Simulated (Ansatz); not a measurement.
Cubic perovskite CsCdF₃, treated with PBEsol+SOC (Ansatz, a quantum-chemistry and plane-wave program, plane waves, PAW).

Excerpt of the program's output:

```
Crystal: 5 atoms, lattice volume = 87.018 Å³
Basis set: ecut = 520 eV, 2325 PW (Γ), exchange–correlation on 72×72×72 points (8 copies of the dense FFT grid, shifted against one another)
Bands: 60, of which v1, the nominal top of the filled ones, is band 50 counted from 1 (49 counted from 0)
Symmetry: 48 space group operations + 48 with time reversal
k-points: 35 of 512
Initial density: superposition of atomic densities (chi_scale 0.1, normalization cell, long waves kept (reshape's long-wave potential 0.00 eV rms))
Functional: x = pbesol(κ = 0.804, μ = 0.12345679012345678), c = pbesol(β = 0.046)
spin=Noncollinear: Resta preconditioning applied to the charge; magnetization (m_x, m_y, m_z) channels mix plain (no charge-response kernel on spin).
SCF 1 converged in 10 iterations: F = -16181.861335 eV  dr2 = 1.78e-10
SCF converged after 10 iterations
Free energy (F): -16181.861335 eV
Internal energy: -16181.861335 eV  (E = F + TS)
E sigma→0 (E₀):  -16181.861335 eV
Fermi energy:    6.935741 eV
--- Stress (GPa, compression-positive) ---
        1.325902      -0.000000       0.000000
        0.000000       1.325902       0.000000
        0.000000       0.000000       1.325902
  P = ⅓ Tr σ = 1.3259 GPa (13.259 kbar)
```

### Question
Write an input file that could have produced this run (the log leaves some choices open).

### Answer
One answer among several that fit: 
Ansatz 0.2 input:
```yaml
crystal:
  lattice:
    - [4.4313457428, 0.0, 0.0]
    - [0.0, 4.4313457428, 0.0]
    - [0.0, 0.0, 4.4313457428]
  atoms:
    - { symbol: Cs, position: [0.0, 0.0, 0.0] }
    - { symbol: Cd, position: [0.5, 0.5, 0.5] }
    - { symbol: F, position: [0.5, 0.0, 0.5] }
    - { symbol: F, position: [0.0, 0.5, 0.5] }
    - { symbol: F, position: [0.5, 0.5, 0.0] }
basis:
  ecutwfc: 520
  ecutrho_ratio: 4
  xc_grid: 2
kpoints:
  mp_grid: { grid: [8, 8, 8] }
hamiltonian:
  xc: pbesol
  dispersion: none
  pseudopotentials: { kind: paw }
scf:
  occupations: { method: fermi_dirac, width: 0.01 }
  convergence: { dr2_threshold: 0.0000000005 }
output:
  forces: true
  stress: true
  eigenvalues: true
magnetization:
  noncollinear: true
  spin_orbit: true
```

The cell is one volume of an energy–volume scan, off the minimum.

The PAW data were made under PBE.

Cost on a shared machine: about 40 core-seconds (a rough figure).
